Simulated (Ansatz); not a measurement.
Start from Ag in the fcc (Cu type) structure (space group Fm-3m, No. 225; a = 4.002 Å).

All numbers come from LDA, PAW, 420 eV (Ansatz, a quantum-chemistry and plane-wave program; no SOC).

Before the change:

```
Property               Value
-------------------  -------
Lattice parameter a  4.002 Å
```

Perturbation: a negative pressure, −2 GPa.

Task: What happens to the lattice parameter a?

Result: The lattice parameter a goes up by 0.020 Å (4.002 Å → 4.022 Å).

Load acts through the strain it causes; cell and atoms are relaxed under it. No phonon test of stability was made.
